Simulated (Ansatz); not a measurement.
Functionals compared on a constructed model of the (100) surface of fcc Ag, a pseudomorphic layer of Si in the host's stacking (bottom of the slab: a bare face, its two planes held), in Ansatz (plane waves, PAW). The structure was relaxed with PBE; the other rows are single points on it. Cutoff 420 eV (500 eV for r2SCAN).

Model: 7-atom slab, 12.1 Å thick at the start, 13x13x1 mesh, Fermi-Dirac 0.1 eV, dipole correction, 2 atoms held, the rest relaxed; start symmetry kept, larger cells not searched; no spin, no spin-orbit, no U. It is one candidate, not shown to be the stable structure of the face. These notes are the PBE run's.

```json
[
 {"functional": "PBE", "work function of the top face (eV)": "4.97", "rough cost of the single point": "–"},
 {"functional": "RPBE", "work function of the top face (eV)": "…", "rough cost of the single point": "about 40 core-seconds (a rough figure)"},
 {"functional": "r2SCAN", "work function of the top face (eV)": "5.10", "rough cost of the single point": "roughly 70 core-seconds"}
]
```

Task: What belongs in the gaps?

Result: 
- RPBE, work function of the top face (eV): 4.90

Ansatz is a quantum-chemistry and plane-wave program.
